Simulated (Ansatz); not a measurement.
Density of states of PtAl (P2_13) near the Fermi level, PBEsol, rigid bands in Ansatz (a first-principles code).

```
E − E_F (eV) | states/eV/cell
    -1.95 | ################# 3.47
    -1.85 | ##################### 4.32
    -1.75 | ############################## 6.15
    -1.65 | ################### 3.97
    -1.55 | ################# 3.45
    -1.45 | ############## 2.93
    -1.35 | ############## 2.81
    -1.25 | ############## 2.96
    -1.15 | ############# 2.72
    -1.05 | ############### 3.17
    -0.95 | ################### 3.93
    -0.85 | ################ 3.29
    -0.75 | ############### 3.05
    -0.65 | ############### 3.13
    -0.55 | ################## 3.73
    -0.45 | ################ 3.28
    -0.35 | ################## 3.68
    -0.25 | ################## 3.64
    -0.15 | ############### 3.01
    -0.05 | ######### 1.74
     0.05 | #### 0.83
     0.15 | #### 0.73
     0.25 | ### 0.66
     0.35 | ### 0.60
     0.45 | ### 0.64
     0.55 | #### 0.73
     0.65 | #### 0.82
     0.75 | ##### 0.93
     0.85 | ##### 1.07
     0.95 | ###### 1.29
     1.05 | ######### 1.82
     1.15 | ############## 2.96
     1.25 | ################ 3.25
     1.35 | ############### 3.02
     1.45 | ########### 2.18
     1.55 | ######### 1.90
     1.65 | ######### 1.76
     1.75 | ######## 1.65
     1.85 | ######## 1.55
     1.95 | ####### 1.48
```

Problem. How far does the Fermi level move in a rigid band for 0.1 electron a cell added or removed?

Solution. 110 meV and -64 meV.

A metal at this level (no band gap); rigid bands, thermally averaged at 300 K, both spins. Spin-orbit coupling is left out, which matters with elements this heavy. Geometry: cell and atoms relaxed with PBEsol.
